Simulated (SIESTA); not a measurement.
SIESTA run on NbAu2 (P1, 3 atoms in the cell): relaxation of cell and atoms.

Computed with GGA PBEsol, numerical atomic orbitals DZP, PseudoDojo PBEsol standard norm-conserving potentials (rewritten from UPF to PSML) run with SIESTA 5.4.2.

```xyz
3
Lattice="4.6765 0.0000 0.0000 -2.3382 4.0499 0.0000 0.0000 0.0000 2.7431" Properties=species:S:1:pos:R:3 pbc="T T T"
Nb     0.0047     0.0671    -0.0243
Au     2.3536     1.3001     1.3504
Au    -0.0200     2.6827     1.4170
```

Reference input (self-consistent single point, DFT, GGA PBEsol, numerical atomic orbitals DZP, PseudoDojo PBEsol standard norm-conserving potentials (rewritten from UPF to PSML)): XC.functional = GGA; XC.authors = PBEsol; potentials = PseudoDojo PBEsol standard; PAO.BasisSize = DZP; PAO.EnergyShift = 0.005 Ry; MeshCutoff = 400 Ry; kgrid.MonkhorstPack = 5 5 7; OccupationFunction = FD; ElectronicTemperature = 1578.21 K; MaxSCFIterations = 150; SCF.Mixer.Method = Broyden; SCF.Mixer.Weight = 0.2. This run's input differs from it in these lines:

```diff
@@ -42,2 +42,7 @@
 Diag.ParallelOverK           true
+MD.TypeOfRun                 Broyden
+MD.Steps                     40
+MD.MaxForceTol               0.02 eV/Ang
+MD.VariableCell              true
+MD.MaxStressTol              0.05 GPa
 WriteForces                  true
```

The program printed (abridged):

```
        iscf     Eharris(eV)        E_KS(eV)     FreeEng(eV)     dDmax    Ef(eV) dHmax(eV)
   scf:    1    -9656.851713    -9699.787962    -9699.871795  1.364975 -1.149195 17.247794
   scf:    2    -9715.955162    -9713.859377    -9713.911952  0.732886 -1.354016  6.790448
   scf:    3    -9715.886097    -9714.981861    -9715.041778  0.235292 -1.787090  3.403484
   scf:    4    -9715.765684    -9715.550832    -9715.620984  0.296219 -2.501717  0.631938
   scf:    5    -9715.548033    -9715.570902    -9715.636971  0.035356 -2.440604  0.459810
   [... 3 lines left out ...]
   scf:    9    -9715.578437    -9715.578516    -9715.645426  0.001216 -2.502634  0.002311
   scf:   10    -9715.578505    -9715.578511    -9715.645427  0.000269 -2.502976  0.000975
   scf:   11    -9715.578507    -9715.578509    -9715.645427  0.000158 -2.503099  0.000632
   scf:   12    -9715.578509    -9715.578509    -9715.645427  0.000066 -2.503199  0.000385
SCF Convergence by DM+H criterion
max |DM_out - DM_in|         :     0.0000656713
max |H_out - H_in|      (eV) :     0.0003852391
SCF cycle converged after 12 iterations

Using DM_out to compute the final energy and forces

siesta: E_KS(eV) =            -9715.5785

siesta: E_KS - E_eggbox =     -9715.5785

siesta: Atomic forces (eV/Ang):
     1   -0.015492   -0.601694    0.113150
     2   -0.341383    0.620854   -0.014267
     3    0.361137   -0.018270   -0.102392
   Tot    0.004262    0.000889   -0.003510
   Max    0.620854
   Res    0.336406    sqrt( Sum f_i^2 / 3N )
   Max    0.620854    constrained

Stress tensor Voigt[x,y,z,yz,xz,xy] (kbar):       72.75       46.85       59.19        2.45        0.33      -10.63
(Free)E + p*V (eV/cell)    -9717.5780
Target enthalpy (eV/cell)    -9715.6454

   [... lines left out ...]
siesta: Pressure (static):        -59.59734231  kBar
siesta: Pressure (total):        -59.59734231  kBar
No target stress found, assuming hydrostatic MD.TargetPressure.
Target stress (kBar)
outcell: Cell volume (Ang**3)        :     50.1499
        iscf     Eharris(eV)        E_KS(eV)     FreeEng(eV)     dDmax    Ef(eV) dHmax(eV)
siesta: Pressure (static):          0.02122092  kBar
siesta: Pressure (total):          0.02122092  kBar
outcell: Cell volume (Ang**3)        :     50.1499
siesta: FreeEng =     -9715.730946
   [... lines left out ...]
   3 18.722   1.927   0.863  -0.188   1.975   1.979   1.975   0.314   0.276
              0.313   1.789   1.818   1.748   1.818   1.789   0.054   0.074

              0.069   0.074   0.054

mulliken: Qtot =       51.000

Mulliken Atomic Populations:
Atom #   charge [q] valence [e]  Species
     1    -0.555879   13.555879  Nb
     2     0.277940   18.722060  Au
     3     0.277939   18.722061  Au
 Total    -0.000000
```

The run converged. 

Summary of the result:
- Free energy E − TS: -9715.7309 eV
- Fermi level (on the code's own zero): -2.38 eV
- Pressure: 0.00 GPa
- Final cell: a = 4.6203 Å, b = 4.6193 Å, c = 2.7136 Å, α = 90.01°, β = 90.00°, γ = 120.01°
- Final volume per atom: 16.72 Å³
- Relaxation steps: 14

The starting cell comes from a database of computed structures (which also holds hypothetical and non-ambient phases and stackings), without a prior relaxation at this level. Its atoms were displaced at random from the sites of space group no. 191. Spin polarisation is off. Values carry the incompleteness of an atom-centred basis.

Cost on one core of a shared machine: roughly 3 min.
